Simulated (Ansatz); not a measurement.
# PBE against r2SCAN: TiAl3, biaxial strain +0.44 %, plane normal [001], relaxed out of plane

Start from TiAl$_{3}$ (space group I4/mmm, No. 139; a = 3.848 Å, c = 8.613 Å; relaxed with 0.1 eV smearing). Axes: x, y, z lie along a, b, c of the conventional cell.

(Cell as relaxed with PBE.)

Levels (all Ansatz, a quantum-chemistry and plane-wave program, PAW): PBE (420 eV, no SOC); r2SCAN (500 eV, no spin-orbit coupling).

Each level relaxes its own structure.

| base | PBE | r2SCAN |
|---|---|---|
| volume per atom | 15.94 Å³ | 15.65 Å³ |
| lattice parameter a | 3.848 Å | 3.826 Å |
| band gap | zero | zero |

It is then changed as follows: tensile biaxial strain of 0.44 % in the plane normal to [001], as in epitaxy on a mismatched substrate; the out-of-plane cell vector and the atoms relax.

```json
[
 {"quantity": "volume per atom", "PBE": "16.05 Å³", "r2SCAN": "___"},
 {"quantity": "mean in-plane stress (compression positive)", "PBE": "-1.1 GPa", "r2SCAN": "___"},
 {"quantity": "energy relative to the base (free energy F)", "PBE": "+0.5 meV/atom", "r2SCAN": "___"}
]
```

### Question
What does r2SCAN give?

### Answer

- volume per atom, r2SCAN: 15.76 Å³
- mean in-plane stress (compression positive), r2SCAN: -1.2 GPa
- energy relative to the base (free energy F), r2SCAN: +0.5 meV/atom

PBE's volume per atom lies 0.29 Å³ above r2SCAN's (1.8 %); PBE's in-plane stress lies 0.1 GPa above r2SCAN's; the two agree on the energy relative to the base. Neither level is exact; r2SCAN is the comparison here, not a measurement.

Whether these cells are dynamically stable was not tested. All final runs are without spin polarisation.
